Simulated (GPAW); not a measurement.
# Worked example: self-consistent single point of IrRh₃ (Pm-3m, 4 atoms in the cell) in GPAW

Method of the run: LDA (Perdew-Wang 92), GPAW PAW datasets LDA (gpaw-data 1.0.1) (plane waves; GPAW 25.7.0).

Input as run:

```python
from ase import Atoms
from ase.units import GPa
from gpaw import GPAW

atoms = Atoms(['Ir', 'Rh', 'Rh', 'Rh'],
              cell=[[3.817060, 0.000000, 0.000000],
                    [0.000000, 3.817060, 0.000000],
                    [0.000000, 0.000000, 3.817060]],
              positions=[[0.000000, 0.000000, 0.000000],
                         [0.000000, 1.908530, 1.908530],
                         [1.908530, 0.000000, 1.908530],
                         [1.908530, 1.908530, 0.000000]],
              pbc=True)

calc = GPAW(mode={'name': 'pw', 'ecut': 600},
            xc='LDA',
            kpts={'size': (6, 6, 6), 'gamma': True},
            occupations={'name': 'fermi-dirac', 'width': 0.1},
            nbands=-8,
            convergence={'density': 1e-05},
            symmetry={'symmorphic': False, 'tolerance': 0.0005},
            maxiter=100)

atoms.calc = calc

energy = atoms.get_potential_energy()
print('Energy (eV):', round(energy, 6))
forces = atoms.get_forces()
print('Forces (eV/Ang):')
print(forces.round(5))
stress = atoms.get_stress()
print('Stress (GPa, Voigt):', (stress / GPa).round(4))
```

Output, abridged:

```
Input parameters:
  convergence: {density: 1e-05}
  kpts: {gamma: True,
         size: (6, 6, 6)}
  maxiter: 100
  mode: {ecut: 600,
         name: pw}
  nbands: -8
  occupations: {name: fermi-dirac,
                width: 0.1}
  symmetry: {symmorphic: False,
             tolerance: 0.0005}

species:
  Ir:
    name: Iridium
    Z: 77.0
    valence: 15
    core: 62
    charge: 0.0
    file: Ir.LDA.gz

    # Using partial waves for Ir as LCAO basis

  Rh:
    name: Rhodium
    Z: 45.0
    valence: 15
    core: 30
    charge: 0.0
    file: Rh.LDA.gz

    # Using partial waves for Rh as LCAO basis

Reference energy: -874239.628663  # eV

Spin-paired calculation

Convergence criteria:
 Maximum [total energy] change in last 3 cyles: 0.0005 eV / valence electron
 Maximum integral of absolute [dens]ity change: 1e-05 electrons / valence electron
 Maximum integral of absolute [eigenst]ate change: 4e-08 eV^2 / valence electron
 Maximum number of scf [iter]ations: 100

Symmetries present (total): 48
Symmetries with fractional translations: 0
216 k-points: 6 x 6 x 6 Monkhorst-Pack grid + [1/12,1/12,1/12]
20 k-points in the irreducible part of the Brillouin zone
       k-points in crystal coordinates                weights
   0:     0.00000000    0.00000000    0.00000000          1/216
   1:     0.16666667    0.00000000    0.00000000          6/216
   2:     0.16666667    0.16666667    0.00000000         12/216
   [... 7 lines left out ...]
          ...
  19:     0.50000000    0.50000000    0.50000000          1/216

Wave functions: Plane wave expansion
  Cutoff energy: 600.000 eV
  Number of coefficients (min, max): 1836, 1881
  Pulay-stress correction: 0.000000 eV/Ang^3 (de/decut=0.000000)

Occupation numbers: Fermi-Dirac:
  width: 0.1000  # eV

Eigensolver

Densities:
  Coarse grid: 24*24*24 grid
  Fine grid: 48*48*48 grid
  Total Charge: 0.000000

Density mixing:
  Method: separate
  Backend: pulay
  Linear mixing parameter: 0.05
  old densities: 5
  Damping of long wavelength oscillations: 50

Hamiltonian:
  XC and Coulomb potentials evaluated on a 48*48*48 grid
  External potential:
    NoExternalPotential

Number of atoms: 4
Number of atomic orbitals: 48
Number of bands in calculation: 38
Number of valence electrons: 60
Bands to converge: occupied

Density initialized from atomic densities
  38 bands from LCAO basis set

Atomic positions and initial magnetic moments

Positions:
   0 Ir     0.000000    0.000000    0.000000    ( 0.0000,  0.0000,  0.0000)
   1 Rh     0.000000    1.908530    1.908530    ( 0.0000,  0.0000,  0.0000)
   2 Rh     1.908530    0.000000    1.908530    ( 0.0000,  0.0000,  0.0000)
   3 Rh     1.908530    1.908530    0.000000    ( 0.0000,  0.0000,  0.0000)

Unit cell:
           periodic     x           y           z      points  spacing
  1. axis:    yes    3.817060    0.000000    0.000000    24     0.1590
  2. axis:    yes    0.000000    3.817060    0.000000    24     0.1590
  3. axis:    yes    0.000000    0.000000    3.817060    24     0.1590

  Lengths:   3.817060   3.817060   3.817060
  Angles:   90.000000  90.000000  90.000000

Effective grid spacing dv^(1/3) = 0.1590

     iter     time        total  log10-change:
                         energy   eigst   dens
iter:   1 --:--:--   -40.123965
iter:   2 --:--:--   -39.245642   -1.21  -1.37
iter:   3 --:--:--   -37.939533   -1.43  -1.41
iter:   4 --:--:--   -38.132557   -1.85  -1.57
iter:   5 --:--:--   -37.224586   -1.42  -1.58
iter:   6 --:--:--   -37.275845   -2.11  -2.22
iter:   7 --:--:--   -37.202257   -2.16  -2.12
iter:   8 --:--:--   -37.180026   -3.38  -2.56
iter:   9 --:--:--   -37.181015c  -4.52  -3.43
iter:  10 --:--:--   -37.179819c  -4.91  -3.26
iter:  11 --:--:--   -37.179765c  -6.01  -3.41
iter:  12 --:--:--   -37.179671c  -4.93  -3.35
iter:  13 --:--:--   -37.179684c  -5.64  -3.74
iter:  14 --:--:--   -37.179677c  -6.25  -3.84
iter:  15 --:--:--   -37.179681c  -7.24  -3.84
iter:  16 --:--:--   -37.179691c  -6.59  -3.86
iter:  17 --:--:--   -37.179688c  -7.39  -3.93
iter:  18 --:--:--   -37.179687c  -7.69c -3.94
iter:  19 --:--:--   -37.179693c  -6.44  -3.96
iter:  20 --:--:--   -37.179681c  -7.35  -4.63
iter:  21 --:--:--   -37.179680c  -8.26c -5.02c

Converged after 21 iterations.

Dipole moment: (-0.000000, -0.000000, -0.000000) |e|*Ang

Energy contributions relative to reference atoms: (reference = -874239.628663)

Kinetic:        -14.449295
Potential:       +6.747123
External:        +0.000000
XC:             -28.689076
Entropy (-ST):   -0.141040
Local:           -0.717911
SIC:             +0.000000
--------------------------
Free energy:    -37.250200
Extrapolated:   -37.179680

Showing only first 2 kpts
 Kpt  Band  Eigenvalues  Occupancy
  0    28     13.06601    0.00033
  0    29     13.06601    0.00033
  0    30     13.59179    0.00000
  0    31     13.59179    0.00000

  1    28     12.78543    0.00547
  1    29     12.86615    0.00244
  1    30     12.86615    0.00244
  1    31     13.06689    0.00033

Fermi level: 12.19554

No gap
No difference between direct/indirect transitions
Energy (eV): -37.17968

Forces in eV/Ang:
  0 Ir    0.00000    0.00000    0.00000
  1 Rh   -0.00000    0.00000    0.00000
  2 Rh    0.00000    0.00000    0.00000
  3 Rh    0.00000    0.00000    0.00000

Stress tensor:
     0.069895     0.000000     0.000000
     0.000000     0.069895     0.000000
     0.000000     0.000000     0.069895
Stress (GPa, Voigt): [11.1984 11.1984 11.1984  0.      0.      0.    ]
```

The run converged in 21 iterations. GPAW prints stress with tension positive.

The starting cell comes from a database of computed structures (which also holds hypothetical and non-ambient phases and stackings), without a prior relaxation at this level. Spin-orbit coupling is off. Spin polarisation is off. With a pressure of about -11 GPa the cell is away from its equilibrium volume at this level.

Cost on one core of a shared machine: roughly 50 s.
